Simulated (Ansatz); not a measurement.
Given:

```
CELL_PARAMETERS angstrom
      0.00000     2.18213     2.16460
      2.18213     0.00000     2.16460
      2.18213     2.18213     0.00000
ATOMIC_POSITIONS crystal
  Si 0.25000 0.25000 0.25000
  C  0.00000 0.00000 0.00000
```

All values below come from PBEsol with spin-orbit coupling, rigid bands (plane waves, PAW; Ansatz, an electronic-structure program). Condition of this run: uniaxial stress zz = 2 GPa (compression positive) (the target of the relaxation). How the cell was made: cell and atoms relaxed with PBEsol, then loaded as said.

Question: Predict the electron conductivity mass (n e² τ/σ) at 300 K, by direction if it differs.

Answer: 0.24 (x), 0.24 (y), 0.55 (z) mₑ.

Question: What conductivity effective mass do dilute holes have at 300 K?

Answer: 0.72 (x), 0.72 (y), 0.69 (z) mₑ.

Question: And the band gap?

Answer: 1.16 eV at this level; semilocal functionals usually fall short of the measured gap.

Rigid bands, one relaxation time for all states, no polarons.
